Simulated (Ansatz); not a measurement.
Effect of x(O) = 0.875, 12 atoms, Pm on ZrSe2

The reference is ZrSe2 in the CdI2 type structure (space group P-3m1, No. 164; a = 3.662 Å, c = 5.842 Å; layered, stacked along the Cartesian z axis).

The other end (x = 1) is ZrO$_{2}$ in the CdI2 type structure (space group P-3m1, No. 164; a hypothetical phase, not in the database extracts checked; layered, stacked along the Cartesian z axis): 13.51 Å³/atom, gap 3.92 eV; this end may not be an ambient phase.

One thing is altered: O replaces 87.5 % of the Se, ordered in a cell of 12 atoms (starting symmetry Pm) and fully relaxed.

The values are results of PBEsol-D3(BJ) (Ansatz, a first-principles code, PAW, without spin-orbit coupling), not measurements. k-mesh 6×10×4 (Γ-centred); smearing 0.05 eV (Fermi–Dirac), for the changed cell.

```csv
quantity,base,changed,shift
volume per atom,22.61 Å³,15.05 Å³,-7.56 Å³
density,6.10 g/cm³,5.11 g/cm³,-0.99 g/cm³
band gap,zero,1.00 eV,–
"gap character (in this cell's own zone, which can be folded)",–,"indirect, Γ → E",–
"valence-band top at Γ (three highest levels, from the VBM)",–,"0.00, -1.94, -2.17 eV",–
mixing energy (to 0.01 eV only: unlike meshes or grids) (against an end that may be hypothetical),–,+0.03 eV/atom,–
deviation of the volume from the linear (Vegard-type) interpolation,–,+2.7 %,–
mean first-shell distances,–,"Se–Zr 2.653 Å (end compound 2.655 Å), O–Zr 2.104 Å (end compound 2.100 Å)",–
```

Final structure:

```yaml
crystal:
  lattice:
    - [5.67294, 0.00000, 0.00000]
    - [0.00000, 3.29086, 0.00000]
    - [-0.32356, 0.00000, 9.67283]
  atoms:
    - { symbol: Zr, position: [0.99686, 0.00000, 0.04116] }
    - { symbol: Zr, position: [0.01021, 0.00000, 0.49077] }
    - { symbol: Zr, position: [0.48247, 0.50000, 0.02352] }
    - { symbol: Zr, position: [0.50830, 0.50000, 0.48000] }
    - { symbol: O, position: [0.66769, 0.00000, 0.12062] }
    - { symbol: O, position: [0.67505, 0.00000, 0.57681] }
    - { symbol: O, position: [0.15867, 0.50000, 0.12861] }
    - { symbol: O, position: [0.18706, 0.50000, 0.58305] }
    - { symbol: O, position: [0.84245, 0.50000, 0.38927] }
    - { symbol: Se, position: [0.82153, 0.50000, 0.84636] }
    - { symbol: O, position: [0.33104, 0.00000, 0.38466] }
    - { symbol: O, position: [0.31866, 0.00000, 0.93515] }
```

Each cell is one ordered arrangement of few atoms, which overstates ordering effects compared with a random alloy. Stability against distortions was not tested. All final runs are without spin polarisation. A zero or small gap of ZrSe2 can be the functional's error rather than a property of the material. Labels are those of the standard path for the cell's own space group.
